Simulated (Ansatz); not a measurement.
An Ansatz (a program for electronic structure) run: Tl with a change (pressure 7 GPa); r2SCAN (Ansatz), no SOC.

Input:

Ansatz 0.2 input:
```yaml
crystal:
  lattice:
    - [3.4226597415, 0, 0]
    - [-1.7113298707, 2.9641102846, 0]
    - [0, 0, 5.4867866283]
  atoms:
    - { symbol: Tl, position: [0.3333333333, 0.6666666667, 0.75] }
    - { symbol: Tl, position: [0.6666666667, 0.3333333333, 0.25] }
basis: { ecutwfc: 500, ecutrho_ratio: 4, xc_grid: 4, fft_grid_basis: typed }
kpoints: { mp_grid: { grid: [15, 15, 9] } }
hamiltonian:
  xc: r2scan
  dispersion: none
  pseudopotentials: { kind: paw }
scf: { occupations: { method: fermi_dirac, width: 0.05 } }
relax: { f_tol: 0.01, max_steps: 60, cell: { stress_tol: 0.02, p_target: 7.0 } }
output: { forces: true, stress: true }
checkpoint: { write: state.ck, write_every: 1000 }
```

Output (explanatory and most iteration lines left out):

```
Relaxation: its limit of steps is 60 (relax.max_steps)
Pseudopotential: Tl, paw, valence charge 13
Crystal: 2 atoms, lattice volume = 55.664 Å³
Basis set: ecut = 500 eV, 1413 PW (Γ), exchange–correlation on 100×100×180 points (64 copies of the dense FFT grid, shifted against one another)
Bands: 17, of which v1, the nominal top of the filled ones, is band 13 counted from 1 (12 counted from 0)
Symmetry: 24 space group operations
Space group: P63/mmc (ITA 194), of the structure as read, at distance tolerance 3.8e-5 Å
k-points: 135 of 2025
Functional: x = r2scan, c = r2scan; τ floored in thin density (d = 2e-4 eV/Å³)
SCF iter   1: F=—  HF=-22917.141754 eV  |F-HF|=—  |Δ(HF+E_count)|=         —  Δρ=8.48e-3  dr2=3.44e-2  dr2_τ=1.31e-2  ethr=1.77e-3  ⟨swp⟩=6.2  Hψ=12092  notcnv=0
SCF iter   2: F=—  HF=-22917.136955 eV  |F-HF|=—  |Δ(HF+E_count)|=   4.80e-3  Δρ=3.49e-3  dr2=6.86e-3  dr2_τ=5.30e-4  ethr=1.32e-4  ⟨swp⟩=2.9  Hψ=5589  notcnv=0  defer=10
SCF 1 converged in 7 iterations: F = -22917.135533 eV  dr2 = 2.64e-8
relax step   1: F+E_penalty+E_count = -22917.13553316 eV  Δ(F+E_penalty+E_count) = +0.000e0 eV  max|allowed force component| = 1.388e-17 eV/Å  Δτ_max = 0.0000 Å  P = +2.998 GPa  Ω = 55.664 Å³  (7 SCF iters, dr2 threshold 1.00e-7 eV, accepted)
[... steps on the carried basis left out ...]
relax step   6: F+E_penalty+E_count = -22917.01952595 eV  Δ(F+E_penalty+E_count) = +8.353e-5 eV  max|allowed force component| = 1.041e-17 eV/Å  Δτ_max = 0.0000 Å  P = +7.003 GPa  Ω = 51.843 Å³  stress off target by 1.71e-2 GPa  SCF on the basis re-selected at this cell (its energy is not comparable with the rows above)  (6 SCF iters)
SCF converged after 6 iterations
Free energy (F): -22917.019526 eV
Internal energy: -22917.013893 eV  (E = F + TS)
E sigma→0 (E₀):  -22917.016710 eV
Entropy (-TS):   -0.005633 eV (-2.816 meV/atom)
Fermi energy:    11.915185 eV
--- Forces (eV/Å), atoms counted from 1 ---
  atom   1  Tl    -0.00000000     0.00000000     0.00000000
  atom   2  Tl     0.00000000    -0.00000000     0.00000000
--- Stress (GPa, compression-positive) ---
        6.996338      -0.000000      -0.000000
       -0.000000       6.996338      -0.000000
       -0.000000      -0.000000       7.017104
  P = ⅓ Tr σ = 7.0033 GPa (70.033 kbar)
--- Relaxed structure (5 steps of the walk, 5 accepted, 1 SCFs on fresh bases) ---
  cell:  # Å, volume = 51.8428 Å³
    - [3.3364024645832755, -2.8140051494471826e-11, -2.8546016497845e-18]
    - [-1.6682012322672677, 2.8894092915921976, 1.4273008248713905e-18]
    - [-4.576145846863148e-18, -1.6234294261434536e-32, 5.377754128044239]
  atoms:
    - { symbol: Tl, position: [0.33333333333333326, 0.6666666666666666, 0.75] }
    - { symbol: Tl, position: [0.6666666666666665, 0.33333333333333326, 0.25] }
```

Load acts through the strain it causes; cell and atoms are relaxed under it. No phonon test of stability was made. Competing high-pressure phases were not computed. The cell was made from Tl in the hcp (Mg type) structure (space group P6_3/mmc, No. 194) by this change: pressure 7 GPa.
